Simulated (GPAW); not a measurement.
Band structure of AlNi (Pm-3m, 2 atoms in the cell).

```xyz
2
Lattice="2.8669 0.0000 0.0000 0.0000 2.8669 0.0000 0.0000 0.0000 2.8669" Properties=species:S:1:pos:R:3 pbc="T T T"
Al     1.4334     1.4334     1.4334
Ni     0.0000     0.0000     0.0000
```

Level of theory: PBE, GPAW PAW datasets PBE (gpaw-data 1.0.1) (plane waves; GPAW).

Settings: mode = pw; ecut = 800 eV; xc = PBE; kpts = 11 11 11; mesh shift (steps) = 0 0 0; occupations.name = methfessel-paxton; occupations.width = 0.136 eV; occupations.order = 0; nbands = -8; convergence.density = 1e-05 e/electron; symmetry.symmorphic = false; symmetry.tolerance = 0.0005; maxiter = 120; bandpath_npoints = 40.

The starting cell comes from a database of computed structures (which also holds hypothetical and non-ambient phases and stackings), without a prior relaxation at this level. Its lattice was rescaled by a random factor within 2.5 % of one. Spin polarisation is off.

Levels in eV from the Fermi level, bands 6 to 13:
```json
[
 {"point": "Γ", "6": "-3.33", "7": "-1.55", "8": "-1.55", "9": "-1.55", "10": "5.51", "11": "5.51", "12": "5.51", "13": "8.24"},
 {"point": "X", "6": "-2.83", "7": "-2.28", "8": "-2.28", "9": "-1.45", "10": "-0.63", "11": "8.25", "12": "10.02", "13": "10.02"},
 {"point": "M", "6": "-3.00", "7": "-3.00", "8": "-2.11", "9": "-2.11", "10": "-1.01", "11": "1.51", "12": "2.65", "13": "12.41"},
 {"point": "R", "6": "-4.19", "7": "-0.98", "8": "-0.98", "9": "1.91", "10": "1.91", "11": "1.91", "12": "3.79", "13": "4.63"}
]
```

Bands cross the Fermi level along this path, so the cell is metallic at this level.
